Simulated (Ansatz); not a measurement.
The structure below was relaxed with PBE (Ansatz, a program for electronic structure; PAW; 420 eV plane waves; scalar-relativistic without spin-orbit coupling), at pressure 15 GPa.

```
CELL_PARAMETERS angstrom
     -2.01552     2.01552     2.01552
      2.01552    -2.01552     2.01552
      2.01552     2.01552    -2.01552
ATOMIC_POSITIONS crystal
  Rb 0.00000 0.00000 0.00000
```

### Question
Find the space group and the Wyckoff positions.

### Answer
Space group Im-3m (No. 229); a = b = c = 4.031 Å, α = β = γ = 90.00°

```tsv
atom	site	symmetry	x	y	z
Rb	2a	m-3m	0.0000	0.0000	0.0000
```

### Question
Describe the coordination.

### Answer
The crystal has 2 atoms in its conventional cell. Conventional cell: a = b = c = 4.031 Å, α = β = γ = 90.00°. Rb sees 8 Rb at 3.491 Å and 6 Rb at 4.031 Å and 12 Rb at 5.701 Å. (Neighbours: up to the widest gap in distance over summed covalent radii, below 1.35, at either atom.)

Load acts through the strain it causes; cell and atoms are relaxed under it. No phonon test of stability was made. Measured, Rb leaves this structure (for fcc) near 7 GPa (temperature not stated; as listed in Olga Degtyareva, NATO science for peace and security series. B, Physics and biophysics (2010)). The cell was made from Rb in the bcc (W type) structure (space group Im-3m, No. 229) by this change: pressure 15 GPa.
